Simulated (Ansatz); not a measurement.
Functionals compared on the (322) surface of bcc V in its 1x1 cell, outermost plane spacing 0.36 Å in the ideal cut, in Ansatz (plane waves, PAW). The structure was relaxed with PBE; the other rows are single points on it, each with its references at the same level. Cutoff 420 eV (500 eV for r2SCAN).

Set-up: 29 atoms, 10.2 Å thick at the start (thin: gaps and levels are the slab's own); mesh 9x5x1; 0.1 eV smearing; dipole correction on; all atoms relaxed; held to the part of the start's symmetry that mesh and held atoms allow; no spin, no spin-orbit, no U. These notes are the PBE run's.

```json
[
 {"functional": "PBE", "surface energy (J/m²)": "2.72", "work function of the top face (eV)": "3.85", "rough cost of the single point": "–"},
 {"functional": "LDA", "surface energy (J/m²)": "3.03", "work function of the top face (eV)": "4.11", "rough cost of the single point": "about 9 core-minutes (a rough figure)"},
 {"functional": "PBEsol", "surface energy (J/m²)": "2.97", "work function of the top face (eV)": "3.92", "rough cost of the single point": "roughly 10 core-minutes"},
 {"functional": "RPBE", "surface energy (J/m²)": "2.56", "work function of the top face (eV)": "3.70", "rough cost of the single point": "about 10 core-minutes (a rough figure)"},
 {"functional": "r2SCAN", "surface energy (J/m²)": "2.95", "work function of the top face (eV)": "3.85", "rough cost of the single point": "very roughly 17 core-minutes"}
]
```

Ansatz is a first-principles code.
